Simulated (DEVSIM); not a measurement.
Structure: abrupt Si n-p junction, at 450 K.

| layer (left to right) | material | thickness (μm) | Nd (cm⁻³) | Na (cm⁻³) | τn (s) | τp (s) |
|---|---|---|---|---|---|---|
| 1 | Si | 78.0 | 1.5e16 | - | 8.6e-7 | 8.6e-7 |
| 2 | Si | 1.00 | - | 2.2e17 | 8.6e-7 | 8.6e-7 |

Left contact: ohmic. Right contact: ohmic. Voltage is applied to the left contact. Recombination: SRH at mid-gap, radiative. Mobility is constant in doping.

Constants are typed, rounded textbook-type inputs, not results; the design itself was drawn at random and stands for no fabricated device. Values at 300 K; Nc and Nv go as T^1.5, mobilities as T to minus their exponent, the gap by Varshni's rule with the affinity fixed.

| parameter | Si |
|---|---|
| gap (eV) | 1.124 |
| affinity (eV) | 4.05 |
| permittivity | 11.7 |
| Nc (cm⁻³) | 2.86e19 |
| Nv (cm⁻³) | 3.1e19 |
| μn (cm²/Vs) | 1417 |
| μp (cm²/Vs) | 470 |
| T exponent of μn | 2.3 |
| T exponent of μp | 2.2 |
| B (cm³/s) | 4.7e-15 |
| Varshni α (eV/K) | 0.000473 |
| Varshni β (K) | 636 |

DEVSIM, 1D drift-diffusion, Boltzmann statistics, complete ionisation; no tunnelling, impact ionisation, image-force lowering or self-heating.

**Question.** Tabulate band edges, carrier densities and field at -0.9 V on the left contact.

**Answer.** Energies count from the Fermi level of the right contact; mesh points crowd at the junctions.

```csv
x (μm),Ec (eV),Ev (eV),n (cm⁻³),p (cm⁻³),field (V/cm)
0.000,1.216,0.135,1.5e16,1.5e11,-130
0.03736,1.216,0.135,1.5e16,5.3e13,-130
0.1266,1.215,0.134,1.5e16,1.8e14,-130
0.3608,1.212,0.131,1.5e16,4.8e14,-120
1.285,1.201,0.120,1.7e16,1.5e15,-110
3.320,1.181,0.100,1.8e16,3.2e15,-91
8.523,1.139,0.058,2.1e16,5.7e15,-74
29.04,1.009,-0.072,2.5e16,1.0e16,-57
56.86,0.865,-0.216,3.0e16,1.5e16,-47
69.40,0.809,-0.272,3.3e16,1.8e16,-42
74.65,0.787,-0.294,3.4e16,1.9e16,-41
77.03,0.778,-0.304,3.5e16,2.0e16,-40
77.64,0.775,-0.306,3.5e16,2.0e16,-39
77.87,0.775,-0.307,3.5e16,2.0e16,30
77.98,0.796,-0.285,2.0e16,3.6e16,10000
78.01,0.850,-0.232,5.0e15,1.4e17,15000
78.05,0.866,-0.215,3.1e15,2.2e17,240
78.17,0.867,-0.215,2.7e15,2.2e17,≈ 0
78.56,0.866,-0.215,1.4e15,2.2e17,≈ 0
78.83,0.866,-0.215,5.4e14,2.2e17,≈ 0
78.95,0.866,-0.215,1.7e14,2.2e17,≈ 0
79.00,0.866,-0.215,1.1e10,2.2e17,≈ 0
```
